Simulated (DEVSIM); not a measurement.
Structure: abrupt Si n-p junction, at 350 K.

```
layer (left to right)  material  thickness (μm)  Nd (cm⁻³)  Na (cm⁻³)  τn (s)  τp (s)
---------------------  --------  --------------  ---------  ---------  ------  ------
1                            Si           0.220     1.3e18          -  1.7e-6  1.7e-6
2                            Si            18.0          -     2.6e14  1.7e-6  1.7e-6
```

Left contact: ohmic. Right contact: ohmic. Voltage is applied to the left contact. Recombination: SRH at mid-gap, radiative. Mobility is μmin + (μ − μmin)/(1 + (N/Nref)^α).

Constants are typed, rounded textbook-type inputs, not results; the design itself was drawn at random and stands for no fabricated device. Values at 300 K; Nc and Nv go as T^1.5, mobilities as T to minus their exponent, the gap by Varshni's rule with the affinity fixed.

| parameter | Si |
|---|---|
| gap (eV) | 1.124 |
| affinity (eV) | 4.05 |
| permittivity | 11.7 |
| Nc (cm⁻³) | 2.86e19 |
| Nv (cm⁻³) | 3.1e19 |
| μn (cm²/Vs) | 1417 |
| μp (cm²/Vs) | 470 |
| μn,min | 52 |
| μp,min | 45 |
| Nref,n | 9.7e16 |
| Nref,p | 2.2e17 |
| αn | 0.68 |
| αp | 0.72 |
| T exponent of μn | 2.3 |
| T exponent of μp | 2.2 |
| B (cm³/s) | 4.7e-15 |
| Varshni α (eV/K) | 0.000473 |
| Varshni β (K) | 636 |

DEVSIM, 1D drift-diffusion, Boltzmann statistics, complete ionisation; no tunnelling, impact ionisation, image-force lowering or self-heating.

The thickness of layer 2 was swept, all else fixed.

| thickness of layer 2 (μm) | dark forward voltage at 1 A/cm² (V) | dark forward voltage at 100 A/cm² (V) |
|---|---|---|
| 3.6 | 0.355 | 0.563 |
| 6.3 | 0.378 | 0.597 |
| 11 | 0.399 | 0.638 |
| 18 | 0.420 | 0.688 |
| 31 | 0.444 | 0.773 |
| 54 | 0.475 | 0.927 |
| 90 | 0.519 | 1.193 |

From the first row to the last the dark forward voltage at 1 A/cm² goes from 0.355 to 0.519. From the first row to the last the dark forward voltage at 100 A/cm² goes from 0.563 to 1.193.
